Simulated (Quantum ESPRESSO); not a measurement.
Quantum ESPRESSO run on SiC (P6_3mc, 4 atoms in the cell): self-consistent single point.

Method of the run: LDA (PZ), GBRV 1.5 ultrasoft (LDA) pseudopotentials (plane waves; Quantum ESPRESSO).

```yaml
crystal:
  lattice:
    - [3.02065, 0.00000, 0.00000]
    - [-1.51032, 2.61596, 0.00000]
    - [0.00000, 0.00000, 4.95847]
  atoms:
    - { symbol: Si, position: [0.33333, 0.66667, 0.49960] }
    - { symbol: Si, position: [0.66667, 0.33333, 0.99960] }
    - { symbol: C, position: [0.33333, 0.66667, 0.87540] }
    - { symbol: C, position: [0.66667, 0.33333, 0.37540] }
```

Reference input (self-consistent single point, DFT, PBE, plane waves, GBRV 1.5 ultrasoft (PBE) pseudopotentials): ecutwfc = 40 Ry; ecutrho = 200 Ry; occupations = fixed; potentials = {Si: si_pbe_v1.uspp.F.UPF, C: c_pbe_v1.2.uspp.F.UPF}; K_POINTS = automatic 13 13 7 0 0 0; nbnd = 10; conv_thr = 1e-10 Ry. This run's input differs from it in these lines:

```diff
@@ -22,4 +22,4 @@
 ATOMIC_SPECIES
-Si    28.0850  si_pbe_v1.uspp.F.UPF
-C     12.0110  c_pbe_v1.2.uspp.F.UPF
+Si    28.0850  si_lda_v1.uspp.F.UPF
+C     12.0110  c_lda_v1.2.uspp.F.UPF
 ATOMIC_POSITIONS {bohr}
```

Output, abridged:

```
     Self-consistent Calculation

     iteration #  1     ecut=    40.00 Ry     beta= 0.70

     total energy              =     -42.05303415 Ry
     estimated scf accuracy    <       0.96196248 Ry

     iteration #  2     ecut=    40.00 Ry     beta= 0.70

     total energy              =     -42.35695302 Ry
     estimated scf accuracy    <       0.29051397 Ry

     iteration #  3     ecut=    40.00 Ry     beta= 0.70

     total energy              =     -42.39443669 Ry
     estimated scf accuracy    <       0.00526696 Ry

   [... 5 blocks of this kind left out ...]

     iteration #  9     ecut=    40.00 Ry     beta= 0.70

     total energy              =     -42.39714926 Ry
     estimated scf accuracy    <          3.1E-09 Ry

     iteration # 10     ecut=    40.00 Ry     beta= 0.70
     End of self-consistent calculation

     highest occupied, lowest unoccupied level (ev):    10.0670   12.2333

!    total energy              =     -42.39714926 Ry
     estimated scf accuracy    <          3.8E-11 Ry

     convergence has been achieved in  10 iterations

     Forces acting on atoms (cartesian axes, Ry/au):

     atom    1 type  1   force =     0.00000000    0.00000000    0.00034467
     atom    2 type  1   force =     0.00000000   -0.00000000    0.00034467
     atom    3 type  2   force =     0.00000000    0.00000000   -0.00034467
     atom    4 type  2   force =     0.00000000    0.00000000   -0.00034467

     Total force =     0.000689     Total SCF correction =     0.000000

          total   stress  (Ry/bohr**3)                   (kbar)     P=       84.26
   0.00058033   0.00000000   0.00000000           85.37        0.00        0.00
   0.00000000   0.00058033   0.00000000            0.00       85.37        0.00
   0.00000000   0.00000000   0.00055780            0.00        0.00       82.05

   JOB DONE.
```

The run converged in 10 iterations. Against the reference run the pressure goes from 16.71 to 8.43 GPa, the largest force moves little (0.013 to 0.009 eV/Å) and the gap on the mesh goes from 2.283 to 2.166 eV.

The starting cell comes from a database of computed structures (which also holds hypothetical and non-ambient phases and stackings), without a prior relaxation at this level. Its lattice was rescaled by a random factor within 2.5 % of one. With a pressure of about 8 GPa the cell is away from its equilibrium volume at this level.
